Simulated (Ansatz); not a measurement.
Terminations of the (111) surface of fcc Ag, measured from the surface 'clean 1x1'. Atoms come from or go to: Ag: fcc Ag, Au: fcc Au, Cl: ½ Cl2(g), O: ½ O2(g), Os: hcp Os, Pd: fcc Pd, Sb: rhombohedral Sb, Si: silicon, Sn: beta tin, Ti: hcp Ti. ΔE is the energy of forming the row's surface from that one (negative: more stable at these reservoirs); the vacuum level's shift is aligned on the shared bottom. No zero-point or thermal terms. These are constructed structures in small cells; real faces may alloy, dewet or reconstruct in larger ones, and not all known structures of the face are among them. Slabs of about 12 Å, Fermi-Dirac smearing of 0.1 eV. Bottom of the slabs: a bare face, its two planes held. Relaxed from the named starts with such symmetry as they have, on meshes of like density; energies extrapolated to zero smearing; spin only where a row says so; no spin-orbit coupling, no U. Brackets mark spin-polarised runs, whose order is one that fits the cell. A dash marks a value that is undefined for that row (no clear gap, or no work function of a gapped slab) or was not read reliably on its mesh.

The numbers are results of PBE (plane waves to 420 eV, PAW; Ansatz, a quantum-chemistry and plane-wave program), not measurements.

| surface | atoms added per 1x1 | ΔE per 1x1 (eV) | shift of the vacuum level (eV) | work function (eV) |
|---|---|---|---|---|
| a pseudomorphic layer of Au in the host's stacking | +1 Au | … | 0.54 | 4.94 |
| one row in 4 of the top plane missing | -0.25 Ag | … | -0.22 | 4.22 |
| (√3x√3)R30° layer of O, one a cell, on the site that continues the host's stacking | +0.333 O | -0.11 | 1.79 | 6.20 |
| a layer of Pd in place of the third plane | -1 Ag, +1 Pd | -0.15 | -0.01 | 4.43 |
| a pseudomorphic layer of Os in the host's stacking | +1 Os | … | 1.32 | 5.76 |
| a layer of Pd in place of the second plane | -1 Ag, +1 Pd | -0.10 | 0.06 | 4.48 |
| (√3x√3)R30° layer of Cl, one a cell, on the site that continues the host's stacking | +0.333 Cl | -0.53 | 1.32 | 5.73 |
| a layer of Sn in place of the third plane | -1 Ag, +1 Sn | 0.53 | 0.09 | 4.57 |
| a pseudomorphic layer of Si in the host's stacking | +1 Si | … | 0.29 | 4.72 |
| (√3x√3)R30° surface alloy, Au on one Ag site of the top plane | -0.333 Ag, +0.333 Au | -0.09 | 0.15 | 4.57 |
| a layer of Ti in place of the third plane | -1 Ag, +1 Ti | 0.15 | -0.11 | 4.32 |
| (√3x√3)R30° surface alloy, Sb on one Ag site of the top plane | -0.333 Ag, +0.333 Sb | -0.17 | -0.10 | 4.30 |

Task: Complete the blanks.

Result: 
- a pseudomorphic layer of Au in the host's stacking, ΔE per 1x1 (eV): -0.14
- one row in 4 of the top plane missing, ΔE per 1x1 (eV): 0.10
- a pseudomorphic layer of Os in the host's stacking, ΔE per 1x1 (eV): 2.39
- a pseudomorphic layer of Si in the host's stacking, ΔE per 1x1 (eV): 0.58
